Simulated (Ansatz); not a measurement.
Base system: SnO in the litharge type structure (space group P4/nmm, No. 129; a = 3.837 Å, c = 4.759 Å; layered, stacked along the Cartesian z axis).

Computed with PBE-D3(BJ) (Ansatz, a program for electronic structure, PAW, no SOC).

One change was made to it. Results:

```csv
quantity,base,after
density,6.39 g/cm³,6.54 g/cm³
shortest interatomic distance,2.241 Å,2.236 Å
```

Question: What was done to the base?
(A) pressure 4.5 GPa
(B) pressure 0.9 GPa
(C) pressure 15 GPa

Answer: B, pressure 0.9 GPa. For comparison, the density in the other runs: pressure 15 GPa gives 7.90 g/cm³; pressure 4.5 GPa gives 7.04 g/cm³.

Load acts through the strain it causes; cell and atoms are relaxed under it. Whether these cells are dynamically stable was not tested. Competing high-pressure phases were not computed. The final runs are not spin-polarised.
